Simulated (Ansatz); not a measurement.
**What pressure 7.5 GPa does to BeTe**

Start from BeTe in the zinc blende structure (space group F-43m, No. 216; a = 5.664 Å).

Modification: cell and atoms relaxed at a pressure of 7.5 GPa.

Calculations: PBE, PAW, 420 eV (Ansatz, an electronic-structure program; spin-orbit coupling left out). Settings: 10×10×10 k-points, 0.05 eV Fermi–Dirac smearing.

```csv
quantity,base,changed,shift
volume per atom,22.71 Å³,20.40 Å³,-2.31 Å³
lattice parameter a,566.4 pm,546.5 pm,-19.9 pm
shortest interatomic distance,245.2 pm,236.6 pm,-8.6 pm
enthalpy H = E + PV relative to the base's energy,–,+1.00 eV/atom,–
band gap,2.03 eV,1.75 eV,-0.28 eV
gap character,"indirect, Γ → X","indirect, Γ → X",–
smallest direct gap,3.64 eV,3.54 eV,-0.10 eV
electron mass,"1.9 mₑ along k, 0.26 mₑ across (at X)","1.5 mₑ along k, 0.24 mₑ across (at X)",–
```

Final structure:

```
CELL_PARAMETERS angstrom
      0.00000     2.73244     2.73244
      2.73244     0.00000     2.73244
      2.73244     2.73244     0.00000
ATOMIC_POSITIONS crystal
  Te 0.25000 0.25000 0.25000
  Be 0.00000 0.00000 0.00000
```

Spin-orbit coupling, missing from the scalar runs, can matter with Te. Load acts through the strain it causes; cell and atoms are relaxed under it. Effective masses come from finite differences of ±0.01 Å⁻¹. Along k means along the line from Γ to the band edge. Stability against distortions was not tested. Competing high-pressure phases were not computed.
